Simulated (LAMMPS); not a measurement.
MD from the crystal across the composition of HfO2 (fluorite) with a share x of Hf sites Gd; each row has its own temperature.

Computed with classical MD, Buckingham potential of Lewis and Catlow, J. Phys. C 18, 1149 (1985), first set, used with rigid ions (no shells), PPPM sums, short-range terms cut at 10 Å, modified for these runs by an r^-4 repulsive force inside the short-range force's maximum; code LAMMPS.

| x | volume | state | enthalpy | T (K) |
|---|---|---|---|---|
| 0.08 | 11.6976 ± 0.0006 Å³/atom | crystal in place, with slow hops of O within 100 ps | -35.8542 ± 0.0007 eV/atom | 1500 |
| 0.16 | 12.163 ± 0.003 Å³/atom | crystal in place, with slow hops of O within 100 ps | -35.001 ± 0.002 eV/atom | 2000 |
| 0.3 | 12.790 ± 0.002 Å³/atom | crystal in place, with slow hops of O within 100 ps | -33.674 ± 0.001 eV/atom | 2000 |

Caution: the potential ionic pair potential lewis1985a is fitted to static crystal properties with a polarisable anion, which is rigid here.

Caution: the random arrangement on this lattice is imposed, and need not be a phase that exists in equilibrium.

States go by the mean squared displacement: a species diffuses where it passes 1.5 Å², still rises and gives D over 1e-6 cm²/s; a crystal has left its structure where atoms lie 0.35 Å off their sites on average or a cubic box changes its shape by 3 %, or the axial ratios of another lie 8 % off the starting cell's, which the potential's own relaxation can also do.

The ± values are statistical; the model's systematic error is not in them.
